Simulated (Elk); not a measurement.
Band structure of CeFe2 (Fd-3m, 6 atoms in the cell).

```
CeFe2
1.0
    0.00000     3.67524     3.67524
    3.67524     0.00000     3.67524
    3.67524     3.67524     0.00000
Ce Fe
2 4
Direct
  0.25000   0.25000   0.25000
  0.00000   0.00000   0.00000
  0.62500   0.62500   0.12500
  0.62500   0.12500   0.62500
  0.62500   0.62500   0.62500
  0.12500   0.62500   0.62500
```
Moments meant for the start (each program seeds them in its own way; μB, in the order of the atoms Ce Ce Fe Fe Fe Fe): 1.0 1.0 4.0 4.0 4.0 4.0.

Method: Elk 10.2.4 with PBEsol, all-electron FP-LAPW, Elk's shipped species files, default APW+lo basis.

Settings: xctype = 22; spinpol = true; swidth = 0.00367493 Ha; ngridk = 4 4 4; reducebf = 0.5; rmtscf = 0.96; nempty = 12 per atom; maxscl = 100.

The starting cell comes from a database of computed structures (which also holds hypothetical and non-ambient phases and stackings), without a prior relaxation at this level. Spin-orbit coupling is off. The magnetic order is the one reached from the typed start; others were not searched systematically. With U or open f shells several self-consistent states can exist. The f electrons are in the valence without U or exact exchange, which can misplace them near the Fermi level. Spin-orbit terms, which matter for f shells, are left out. Values depend on the basis (sphere radii, cutoffs, local orbitals), which need not be converged.

Levels in eV from the Fermi level, bands 38 to 45 of the first spin channel:
```
point     38     39     40     41     42    43    44    45
-----  -----  -----  -----  -----  -----  ----  ----  ----
Γ       0.26   0.26   0.26   0.29   0.29  0.29  0.31  0.42
X      -0.82  -0.76  -0.76  -0.43  -0.42  0.49  0.49  0.51
W      -0.72  -0.72  -0.72   0.04   0.05  0.05  0.05  0.43
K      -0.77  -0.73  -0.44  -0.29  -0.10  0.07  0.30  0.44
L      -0.77  -0.16  -0.15  -0.12   0.10  0.11  0.14  0.38
U      -0.77  -0.74  -0.44  -0.29  -0.10  0.07  0.30  0.44
```

Bands cross the Fermi level along this path, so the cell is metallic at this level.

The net moment of the cell came out as 5.39 μB.
